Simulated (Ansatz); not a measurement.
## Rh: pressure series

Base system: Rh in the fcc (Cu type) structure (space group Fm-3m, No. 225; a = 3.754 Å).

Cell and atoms are relaxed at each pressure.

Computed with LDA in Ansatz (plane waves to 420 eV, PAW, scalar-relativistic without spin-orbit coupling).

Notes on the quantities. enthalpy: H = E + PV relative to the base's energy.

```tsv
variant	volume per atom	enthalpy
base	13.22 Å³	–
pressure −2 GPa	13.31 Å³	-0.17 eV/atom
pressure −1 GPa	13.26 Å³	-0.08 eV/atom
pressure 0.9 GPa	13.19 Å³	+0.07 eV/atom
pressure 2.1 GPa	13.14 Å³	+0.17 eV/atom
pressure 4.5 GPa	13.04 Å³	+0.37 eV/atom
pressure 9 GPa	?	+0.73 eV/atom
pressure 15 GPa	?	+1.21 eV/atom
pressure 22.5 GPa	?	+1.80 eV/atom
pressure 30 GPa	12.24 Å³	+2.38 eV/atom
```

**Question.** Fill in the withheld entries from the trend.

**Answer.** 
- pressure 9 GPa, volume per atom: 12.88 Å³
- pressure 15 GPa, volume per atom: 12.67 Å³
- pressure 22.5 GPa, volume per atom: 12.44 Å³

Load acts through the strain it causes; cell and atoms are relaxed under it. Stability against distortions was not tested. Competing high-pressure phases were not computed. All final runs are without spin polarisation.

Ansatz is a quantum-chemistry and plane-wave program.
